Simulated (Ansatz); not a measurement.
Base system: MgB2 (space group P6/mmm, No. 191; a = 3.0640 Å, c = 3.4977 Å; relaxed with 0.1 eV smearing). Axes: x lies along a and z along c of the hexagonal cell.

Calculations: PBEsol/PAW in Ansatz (an electronic-structure program), no spin-orbit coupling.

Before the change:

The shortest interatomic distance is 1.769 Å and the band gap is zero.

The change: the cell is compressed by 1.50 % along z with no lateral relaxation, atoms relaxed at fixed cell.

Problem. Estimate the effect on the stress, energy relative to the base, shortest interatomic distance and band gap.

Solution. The stress (xx, yy, zz, yz, xz, xy; compression positive) amounts to (0.6, 0.6, 4.1, 0.0, 0.0, 0.0) GPa; the energy grows by 1.8 meV/atom; the shortest interatomic distance stays 1.769 Å; the band gap stays zero.

The cells carry an imposed strain or load. Whether these cells are dynamically stable was not tested. The final runs are not spin-polarised.
